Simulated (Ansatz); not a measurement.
Amorphous Al$_{28}$O$_{45}$Y$_{2}$, 75 atoms at 3.19 g/cm³, one PBE-relaxed geometry, zone centre. Methods: PBE, scalar-relativistic without spin-orbit coupling (Ansatz, a first-principles code); r2SCAN, scalar-relativistic without spin-orbit coupling (Ansatz); HSE06, scalar-relativistic without spin-orbit coupling (Ansatz). Plane waves to 420 eV (r2SCAN 500 eV); exact exchange is cut at the cell's faces. At PBE the levels at the filled edge of the gap are localised (band-tail or defect states), and the nearest spread-out levels lie 4.0 eV apart at the zone centre. All rungs ran without spin polarisation.

A CHGNet melt-quench gave the starting glass, which DFT then relaxed. O atoms were pushed apart under 1.9 Å during the dynamics, to hinder bonds among them. The hot cell started wider than the set density and was brought back towards it in steps. It is the lowest in DFT energy of 2 quenches. It is a model cell: composition and starting density were chosen by hand, and all elements were melted together. No dispersion term was used. Its density started from a set value of 3.27 and ended at 3.19 g/cm³. The simulated quench (nominally 340 K/ps over its main leg) is rapid and tends to freeze in more defects than a deposited or slowly cooled glass has. A cell of this size samples the disorder only roughly. Volume and shape were free in the relaxation.

The relaxation ran on the zone centre alone. At PBE the level gap is 3.28 eV on a 2×2×2 Γ-centred mesh, and the spacing at the zone centre alone 3.27 eV.

### Question
What zone-centre spacing does r2SCAN give, roughly?

### Answer
3.89 eV (+0.62 eV against PBE).

### Question
What zone-centre spacing does HSE06 give, roughly?

### Answer
4.98 eV (+1.71 eV against PBE).

The highest filled and the lowest empty state spread over these numbers of atoms (participation numbers): PBE: 6.8 and 66.6; r2SCAN: 6.7 and 64.9; HSE06: 7.4 and 65.5.
